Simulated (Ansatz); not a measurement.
# Cubic perovskite KZnF₃

Computed with PBE0 (Ansatz, an electronic-structure program, plane waves, PAW).

Settings: plane-wave cutoff 500 eV, 6×6×6 k mesh, gaussian smearing 0.02 eV, scalar-relativistic PAW data made under PBE.

Cell: relaxed with r²SCAN: a = b = c = 4.0463 Å, α = β = γ = 90.00°.

```
Quantity                        Value
--------  ---------------------------
band gap  7.11 eV (on the SCF k mesh)
```

Note: cell and atoms aren't relaxed at this level (pressure 1.8 GPa).

Static lattice: no zero-point or thermal effects.
